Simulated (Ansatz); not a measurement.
Model: monolayer graphene, 5x5 cell, one far atom fixed; cell 12.3 x 12.3 Å at 60°; in-plane lattice constant set by hand. Level of theory: PBE-D3(BJ) (plane waves to 420 eV, PAW; Ansatz, a quantum-chemistry and plane-wave program). Sampling: 3x3x1 k points. The slab states were run without spin polarisation. Results hold for this cell, coverage and mesh. All energies are electronic energies at 0 K, without vibrations.

Step: CH4 dissociates at its C-H bond, C on C and H on C (ending with C(15)-H(a3), C(25)-C(a0)). Start, atoms near the reaction:

```
atom    x (Å)  y (Å)  z (Å)
-----  ------  -----  -----
C(5)    3.711  4.961  0.998
C(6)    3.711  6.384  0.999
C(7)    4.944  7.096  0.998
C(13)   4.944  2.825  0.996
C(14)   4.944  4.249  0.994
C(15)   6.177  4.961  0.988
C(16)   6.177  6.384  0.992
C(17)   7.410  7.096  0.991
C(22)   6.177  2.113  0.993
C(23)   7.410  2.825  0.986
C(24)   7.410  4.249  0.979
C(25)   8.642  4.961  0.975
C(26)   8.642  6.384  0.984
C(27)   9.875  7.096  0.991
C(32)   8.642  2.113  0.989
C(33)   9.875  2.825  0.986
C(34)   9.875  4.249  0.980
C(35)  11.108  4.961  0.988
C(36)  11.108  6.384  0.993
C(a0)   8.615  4.531  4.399
H(a1)   8.911  3.579  3.945
H(a2)   8.636  4.438  5.490
H(a3)   7.601  4.790  4.072
H(a4)   9.310  5.317  4.084
```

An image on its path:

```
atom    x (Å)  y (Å)  z (Å)
-----  ------  -----  -----
C(5)    3.711  4.946  1.153
C(6)    3.713  6.372  1.144
C(7)    4.946  7.087  1.185
C(13)   4.942  2.810  1.128
C(14)   4.941  4.231  1.220
C(15)   6.179  4.943  1.310
C(16)   6.177  6.377  1.274
C(17)   7.408  7.089  1.260
C(22)   6.176  2.097  1.091
C(23)   7.409  2.809  1.068
C(24)   7.412  4.230  1.141
C(25)   8.640  4.942  1.095
C(26)   8.642  6.368  1.252
C(27)   9.876  7.083  1.199
C(32)   8.642  2.099  0.991
C(33)   9.873  2.813  0.974
C(34)   9.870  4.236  1.028
C(35)  11.106  4.948  1.066
C(36)  11.107  6.372  1.127
C(a0)   8.331  5.741  3.549
H(a1)   8.471  4.793  4.028
H(a2)   8.088  6.602  4.167
H(a3)   7.233  5.363  2.997
H(a4)   9.412  5.960  3.297
```

Problem. Which atoms feel the largest forces, and does the image come before the top or after it?

Solution. 
| atom | Fx | Fy | Fz (eV/Å) |
|---|---|---|---|
| H(a3) | 3.37 | 1.63 | 0.88 |
| C(a0) | -1.49 | -0.81 | 0.80 |
| H(a1) | 0.03 | -0.54 | 1.66 |
The image lies before the top, +2.43 eV over the start.
